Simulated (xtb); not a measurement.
xtb 6.7.1, GFN1-xTB: CSc1ccc2c(c1)C(C)(C)c1cc(C(=O)c3c(F)c(F)c(C(F)(F)F)c(F)c3F)ccc1-2, 48 atoms. The geometry is a generated start, not checked to be a minimum at this level.

```
Property                   Value
-----------------  -------------
run flags                 --grad
method                  GFN1-xTB
--acc                1 (default)
--etemp (K)        300 (default)
basis functions              168
valence electrons            172
```

One run each on 1 thread. Values of broydamp tried: 0.02, 0.05, 0.1, 0.2, 0.4 (default), 0.6, 0.8, 1.

### Question
Which value of broydamp needs the fewest SCC iterations, and what happens away from it?

### Answer
Fewest SCC iterations, within one of each other: 0.4 (default) with 11, 0.6 with 12. The count rises to 41 at 0.02. All converge to one solution.

```tsv
broydamp	SCC iterations	end
0.02	41	same solution
0.05	26	same solution
0.1	21	same solution
0.2	13	same solution
0.4 (default)	11	same solution
0.6	12	same solution
0.8	13	same solution
1	26	same solution
```
